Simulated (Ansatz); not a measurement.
```yaml
crystal:
  lattice:
    - [3.13845, 0.00000, 0.00000]
    - [0.00000, 3.13845, 0.00000]
    - [1.56922, -1.56922, 1.58339]
  atoms:
    - { symbol: W, position: [0.00000, 0.00000, 0.00000] }
```

No spin polarisation.

All numbers come from plane-wave PAW DFT at the PBEsol level (Ansatz, an electronic-structure program, 420 eV), scalar-relativistic without spin-orbit coupling. k-mesh 29×29×29 (Γ-centred); smearing 0.1 eV (Fermi–Dirac).

**Question.** Predict the pressure and band gap.

**Answer.** 
- Pressure (mean of the normal stresses, compression positive) = 2.0 GPa
- Band gap = zero

The cells carry an imposed strain or load. No phonon test of stability was made. The final runs are not spin-polarised. The cell was made from W in the bcc (W type) structure (space group Im-3m, No. 229) by this change: biaxial strain −0.50 %, plane normal [001], relaxed out of plane.
